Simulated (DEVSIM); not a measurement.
Schottky contact on p-type Si

Device: Schottky contact on p-type Si, at 300 K.

```
layer (left to right)  material  thickness (μm)  Na (cm⁻³)  τn (s)  τp (s)
---------------------  --------  --------------  ---------  ------  ------
1                            Si           0.420     3.4e15  3.6e-6  1.2e-7
2                            Si            2.90     2.6e18  1.2e-7  1.2e-7
```

Left contact: Schottky, work function 4.454 eV, emission velocity 8.7e6 cm/s. Right contact: ohmic. Voltage is applied to the left contact. Recombination: SRH at mid-gap, radiative, Auger. Mobility is μmin + (μ − μmin)/(1 + (N/Nref)^α).

Constants are typed, rounded textbook-type inputs, not results; the design itself was drawn at random and stands for no fabricated device. Values at 300 K.

| parameter | Si |
|---|---|
| gap (eV) | 1.124 |
| affinity (eV) | 4.05 |
| permittivity | 11.7 |
| Nc (cm⁻³) | 2.86e19 |
| Nv (cm⁻³) | 3.1e19 |
| μn (cm²/Vs) | 1417 |
| μp (cm²/Vs) | 470 |
| μn,min | 52 |
| μp,min | 45 |
| Nref,n | 9.7e16 |
| Nref,p | 2.2e17 |
| αn | 0.68 |
| αp | 0.72 |
| B (cm³/s) | 4.7e-15 |
| Cn (cm⁶/s) | 2.8e-31 |
| Cp (cm⁶/s) | 9.9e-32 |

DEVSIM, 1D drift-diffusion, Boltzmann statistics, complete ionisation; no tunnelling, impact ionisation, image-force lowering or self-heating. Metal contacts follow the ideal Schottky-Mott rule: no Fermi-level pinning, no interface dipoles.

The potential step across the device at zero bias is 0.656 V and the dark forward voltage at 1 A/cm² comes out as 0.290 V. The dark forward voltage at 100 A/cm² comes out as 0.435 V.

Dark forward current:

| V (V) | J (A/cm²) |
|---|---|
| -0.05 | -0.00011 |
| -0.10 | -0.00082 |
| -0.15 | -0.0055 |
| -0.20 | -0.036 |
| -0.25 | -0.23 |
| -0.30 | -1.4 |
| -0.35 | -8.4 |
| -0.40 | -41 |
| -0.45 | -140 |
| -0.50 | -350 |
| -0.55 | -650 |
| -0.60 | -1000 |
| -0.65 | -1500 |
| -0.70 | -2100 |

Small-signal capacitance in reverse bias (quasi-static):

```
V (V)  C (nF/cm²)
-----  ----------
0.04         29.2
0.1          28.5
0.2          27.6
0.3          27.0
0.4          26.6
0.6          26.0
0.8          25.7
1            25.4
1.3          25.2
1.6          25.0
2            24.9
```
